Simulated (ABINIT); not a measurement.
## Equation of state of AlB2-type ZrB2 (space group 191): energy against volume (ABINIT, PBE)

```xyz
3
Lattice="3.1136 0.0000 0.0000 -1.5568 2.6965 0.0000 0.0000 0.0000 3.4672" Properties=species:S:1:pos:R:3 pbc="T T T"
Zr     0.0000     0.0000     0.0000
B      1.5568     0.8988     1.7336
B      0.0000     1.7977     1.7336
```

Computed with PBE, norm-conserving pseudopotentials (PseudoDojo nc-sr-05 PBE standard) (plane waves; ABINIT 10.0.3). Settings: pseudos = [Zr.upf, B.upf]; ecut = 49 Ha; ixc = 11; occopt = 3; tsmear = 0.00183747 Ha; ngkpt = 18 18 14; nshiftk = 1; shiftk = 0 0 0; potentials = PseudoDojo nc-sr-05 PBE standard; nband = 14; kptopt = 1; nstep = 60; toldfe = 1e-09 Ha. The cell above is the first row's. The rows scale it uniformly. In all rows fractional positions and the k mesh are held. E is the free energy at the stated smearing, counted from the lowest row.

```
V (Å^3/atom)  E (meV/atom)
------------  ------------
9.703                26.41
9.914                10.16
10.125                1.60
10.336                0.00
10.547                4.69
10.758               15.07
10.969               30.60
11.180               50.78
11.391                   ?
```

Fit E of the 8 rows that show it with the third-order Birch-Murnaghan form, a cubic in V^(-2/3). With u = V^(-2/3) - 0.210, the rows have u = 0.009818, 0.006688, 0.003667, 0.000749, -0.002071, -0.004799, -0.007439, -0.009996. Least squares gives E = 0.649 - 1153.04·u + 385538·u² - 84496·u³. Residuals (row less fit): -0.002, 0.003, -0.001, -0.002, -0.001, -0.001, 0.004, -0.002; standard error 0.003 (degrees of freedom: 4). Its minimum lies at u = 0.001496, so V0 = (0.211496)^(-3/2) = 10.28. There d²E/du² = 770300 and d³E/du³ = -507000, so B0 = (4/9) × 10.28^(-7/3) × 770300 × 0.160218 = 239 GPa (the last factor turns the table's units into GPa), and B0' = 4 + (2/3) × 0.211496 × (-507000)/770300 = 3.9. The program's pressures in the fitted runs (not shown) pass through zero at V = 10.28, 0.00 % from this V0.

What does the fit predict for E at V = 11.391, and how far is the calculated value from it?

u = -0.012473, so E = 0.649 - 1153.04 × (-0.012473) + 385538 × (-0.012473)² - 84496 × (-0.012473)³ = 75.175 meV/atom. The calculation gives 75.17 meV/atom, 0.005 meV/atom below the prediction (under 0.05 % of the range of E in the table). The row lies outside the fitted rows, so this is an extrapolation. From the scatter of the fitted rows alone, a prediction at this place has a standard error of 0.007 meV/atom, so the miss is 0.7 times that.

Carrying the step between the two nearest rows on in a straight line would have given 70.96, off by 4.21; series whose last step already gives the withheld value aren't shown. The scan was laid around a cell of about the measured size, scaled by a guess for this functional; axis ratios and inner coordinates come from that cell. The runs keep the symmetry of the cell, so they don't test it for distortions. The shape of the cell and the inner coordinates aren't relaxed, so V0 and B0 belong to this uniform scaling; a relaxed crystal lies no higher in energy and is usually softer. Cutoffs and mesh are single choices, not tested for convergence of this quantity. Series with a scatter that would blur these digits, or in which a gap closes, are not shown. Nor are scans whose minimum lies at an end fitted in this form.
